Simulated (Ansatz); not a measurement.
Consider the following.

```
CELL_PARAMETERS angstrom
     -2.63124     2.63124     5.96383
      2.63124    -2.63124     5.96383
      2.63124     2.63124    -5.96383
ATOMIC_POSITIONS crystal
  Bi 0.75000 0.25000 0.50000
  Bi 0.00000 0.00000 0.00000
  V  0.25000 0.75000 0.50000
  V  0.50000 0.50000 0.00000
  O  0.07904 0.96145 0.38767
  O  0.57378 0.69137 0.61233
  O  0.71145 0.82378 0.38241
  O  0.44137 0.32904 0.61759
  O  0.67096 0.28855 0.11233
  O  0.17622 0.55863 0.88767
  O  0.03855 0.42622 0.11759
  O  0.30863 0.92096 0.88241
```

No spin polarisation.

Calculations: plane-wave PAW DFT at the PBEsol level (Ansatz, a quantum-chemistry and plane-wave program, 420 eV), no spin-orbit coupling. Settings: 7×7×7 k-points, 0.05 eV Fermi–Dirac smearing.

Predict the pressure and space group.

The pressure (mean of the normal stresses, compression positive) comes out as -100.9 kbar and the space group is I4_1/a (No. 88).

The cells carry an imposed strain or load. No phonon test of stability was made. The final runs are not spin-polarised. The cell was made from VBiO$_{4}$ (space group I4_1/a, No. 88) by this change: isotropic strain +3.04 %.
